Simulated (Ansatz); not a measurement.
Base system: YN in the rock salt structure (space group Fm-3m, No. 225; a = 4.856 Å).

It is then changed as follows: a negative pressure, −2 GPa.

Levels (all Ansatz, a quantum-chemistry and plane-wave program, PAW): PBEsol (420 eV, no SOC); r2SCAN (500 eV, no spin-orbit coupling); HSE06 (420 eV, no spin-orbit coupling).

One geometry, relaxed with PBEsol, under each level:

Notes on the quantities. hole mass: degenerate bands, along [100].

| level | band gap | lowest conduction level above the VBM at special points | electron mass | hole mass | pressure |
|---|---|---|---|---|---|
| PBEsol | 0.10 eV | X 0.10 eV; U 2.41 eV; K 2.41 eV; Γ 3.11 eV | 1.3 mₑ along k, 0.091 mₑ across (off the special points) | 0.16, 0.99, 0.99 mₑ (at Γ) | -19.9 kbar |
| r2SCAN | (withheld) | (withheld) | (withheld) | (withheld) | (withheld) |
| HSE06 | 1.07 eV | X 1.07 eV; U 3.52 eV; K 3.52 eV; Γ 4.33 eV | – | – | – |

Q: Give the withheld r2SCAN results.

A: 
- r2SCAN, band gap: 0.56 eV
- r2SCAN, lowest conduction level above the VBM at special points: X 0.56 eV; U 2.87 eV; K 2.87 eV; Γ 3.58 eV
- r2SCAN, electron mass: 1.3 mₑ along k, 0.14 mₑ across (at X)
- r2SCAN, hole mass: 0.17, 1.1, 1.1 mₑ (at Γ)
- r2SCAN, pressure: 21.6 kbar

Single points use the geometry relaxed with PBEsol. Their cutoffs differ, which shifts pressures a little. HSE06 was sampled on its mesh, a few special points and the semilocal edge points, so its gap is an upper bound. Load acts through the strain it causes; cell and atoms are relaxed under it. Masses are band curvatures over ±0.01 Å⁻¹ around the edge. Along k means along the line from Γ to the band edge. Stability against distortions was not tested. The zero or small gap of YN can change with the level of theory.
